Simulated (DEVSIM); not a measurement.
Device: Ti/AlN/n-GaSb capacitor, at 300 K.

```tsv
layer (left to right)	material	thickness (nm)	Nd (cm⁻³)
1	AlN	2.90	-
2	GaSb	7800	5.9e15
```

Metal gate on the left, work function 4.33 eV. Fixed charge at the semiconductor interface 0 cm⁻² (in units of +e); interface traps 9.4e11 cm⁻² eV⁻¹, uniform in energy, neutral level at 0.7 of the gap above the valence band.

This is a model device: material constants are rounded textbook-type values typed into the input, and sizes, dopings and lifetimes were drawn at random. Values at 300 K.

| parameter | AlN | GaSb |
|---|---|---|
| gap (eV) | 6.1 | 0.726 |
| affinity (eV) | 1.9 | 4.06 |
| permittivity | 8.5 | 15.7 |
| Nc (cm⁻³) | - | 2.1e17 |
| Nv (cm⁻³) | - | 1.8e19 |

DEVSIM, 1D Poisson equation in equilibrium, Boltzmann statistics, complete ionisation; no quantum confinement or tunnelling. Metal contacts follow the ideal Schottky-Mott rule: no Fermi-level pinning, no interface dipoles.

Problem. Tabulate band edges, carrier densities and field at -0.2 V on the gate.

Solution. Energies count from the Fermi level of the right contact; mesh points crowd at the junctions.

| x (μm) | Ec (eV) | Ev (eV) | n (cm⁻³) | p (cm⁻³) | field (V/cm) |
|---|---|---|---|---|---|
| 0.000 | 2.630 | -3.470 | < 1e2 | < 1e2 | -85000 |
| 0.001029 | 2.621 | -3.479 | < 1e2 | < 1e2 | -85000 |
| 0.002101 | 2.612 | -3.488 | < 1e2 | < 1e2 | -85000 |
| 0.003114 | 0.445 | -0.281 | 7.0e9 | 3.4e14 | -21000 |
| 0.005806 | 0.439 | -0.287 | 8.7e9 | 2.8e14 | -21000 |
| 0.01091 | 0.429 | -0.297 | 1.3e10 | 1.8e14 | -21000 |
| 0.02174 | 0.407 | -0.319 | 3.1e10 | 7.9e13 | -20000 |
| 0.06089 | 0.335 | -0.391 | 5.0e11 | 4.8e12 | -17000 |
| 0.1352 | 0.226 | -0.500 | 3.4e13 | 7.1e10 | -12000 |
| 0.2927 | 0.113 | -0.613 | 2.6e15 | 9.1e8 | -3000 |
| 0.6579 | 0.092 | -0.634 | 5.9e15 | 4.1e8 | -11 |
| 1.943 | 0.092 | -0.634 | 5.9e15 | 4.1e8 | ≈ 0 |
| 4.280 | 0.092 | -0.634 | 5.9e15 | 4.1e8 | ≈ 0 |
| 6.188 | 0.092 | -0.634 | 5.9e15 | 4.1e8 | ≈ 0 |
| 7.258 | 0.092 | -0.634 | 5.9e15 | 4.1e8 | ≈ 0 |
| 7.562 | 0.092 | -0.634 | 5.9e15 | 4.1e8 | ≈ 0 |
| 7.693 | 0.092 | -0.634 | 5.9e15 | 4.1e8 | ≈ 0 |
| 7.755 | 0.092 | -0.634 | 5.9e15 | 4.1e8 | ≈ 0 |
| 7.787 | 0.092 | -0.634 | 5.9e15 | 4.1e8 | ≈ 0 |
| 7.797 | 0.092 | -0.634 | 5.9e15 | 4.1e8 | ≈ 0 |
| 7.801 | 0.092 | -0.634 | 5.9e15 | 4.1e8 | ≈ 0 |
| 7.803 | 0.092 | -0.634 | 5.9e15 | 4.1e8 | ≈ 0 |
